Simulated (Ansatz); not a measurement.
CsCl-type RuAl, treated with PBE in Ansatz (PAW).

Numerical settings: plane-wave cutoff 520 eV, 16×16×16 k mesh, Fermi–Dirac smearing 0.1 eV, perturbation theory, no spin polarisation, scalar-relativistic PAW data made under PBE.

Computed at the level's own relaxed cell.

Q: Give the computed zone-centre TO phonon frequency.

A: 
- zone-centre TO phonon frequency: 307 cm⁻¹

Ansatz is a quantum-chemistry and plane-wave program.
